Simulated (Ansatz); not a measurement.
Take Tl in the hcp (Mg type) structure (space group P6_3/mmc, No. 194; a = 3.521 Å, c = 5.603 Å) as the base. Axes: x lies along a and z along c of the hexagonal cell.

Computed with Ansatz (an electronic-structure program), r2SCAN, PAW, cutoff 500 eV, without spin-orbit coupling, earlier PAW set.

Free-standing slabs (1 atom(s) a layer) normal to the z axis with 15 Å of vacuum; in-plane cell held at bulk.

One change was made to it. Results:

```csv
quantity,base,after
excess energy per area of both faces (slab less bulk energy over the cell's area: twice a surface energy) (uncertain by up to 0.07 J/m²),–,0.7 J/m²
shortest interatomic distance,3.461 Å,3.405 Å
```

Question: Which of these changes matches the shifts?
(A) 6 layers
(B) 3 layers
(C) 5 layers
(D) 7 layers

Answer: C, 5 layers. For comparison, the shortest interatomic distance in the other runs: 3 layers gives 3.386 Å; 7 layers gives 3.392 Å; 6 layers gives 3.425 Å.

Slab and bulk use different k-meshes, which limits the precision of the excess energy. Whether these cells are dynamically stable was not tested.
